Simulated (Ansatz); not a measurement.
## HfN in the rock salt structure (space group Fm-3m, No. 225)

```cif
data_Hf4N4
_chemical_formula_sum 'Hf4 N4'
_space_group_name_H-M_alt 'Fm-3m'
_space_group_IT_number 225
_space_group_name_Hall '-F 4 2 3'
_cell_length_a 4.54790
_cell_length_b 4.54790
_cell_length_c 4.54790
_cell_angle_alpha 90.000
_cell_angle_beta 90.000
_cell_angle_gamma 90.000
loop_
_atom_site_label
_atom_site_type_symbol
_atom_site_symmetry_multiplicity
_atom_site_Wyckoff_symbol
_atom_site_fract_x
_atom_site_fract_y
_atom_site_fract_z
_atom_site_occupancy
Hf1 Hf 4 a 0.00000 0.00000 0.00000 1
N1 N 4 b 0.50000 0.50000 0.50000 1
```
(The calculation used a cell of 2 atoms; values per cell refer to that cell.)

Method: PBE (Ansatz, a program for electronic structure; PAW; 420 eV plane waves; scalar-relativistic without spin-orbit coupling). Γ-centred 18×18×18 mesh, Fermi–Dirac width 0.05 eV.

| Quantity | Result |
|---|---|
| Volume per atom | 11.76 Å³ |
| Density | 13.59 g/cm³ |
| Band gap | zero |
| Total energy | -8054.344 eV/atom (σ→0; compares only within this code and set-up) |

Whether these cells are dynamically stable was not tested. All final runs are without spin polarisation. An odd electron count without spin: HfN.
